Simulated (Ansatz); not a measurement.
## InPd3 under a change: isotropic strain +1.40 %

Start from InPd$_{3}$ in the Cu3Au type structure (space group Pm-3m, No. 221; a = 3.970 Å; a cell from a computed database, its experimental status unchecked).

One thing is altered: every lattice vector is stretched by 1.40 %, atoms relaxed at fixed cell.

Calculations: PBEsol, PAW, 420 eV (Ansatz, a program for electronic structure; no SOC). Settings: 12×12×12 k-points, 0.05 eV Fermi–Dirac smearing.

The volume per atom goes up by 0.67 Å³, from 15.64 Å³ to 16.31 Å³ and the space group stays Pm-3m (No. 221). The shortest interatomic distance grows by 0.039 Å (2.807 Å → 2.846 Å) and the energy grows by 14 meV/atom. The band gap remains zero.

Cost of the whole job for the changed cell (relaxation, final SCF and bands): roughly 30 core-seconds.

No phonon test of stability was made. The base started in P4/mmm and relaxed to Pm-3m at this level. All final runs are without spin polarisation.
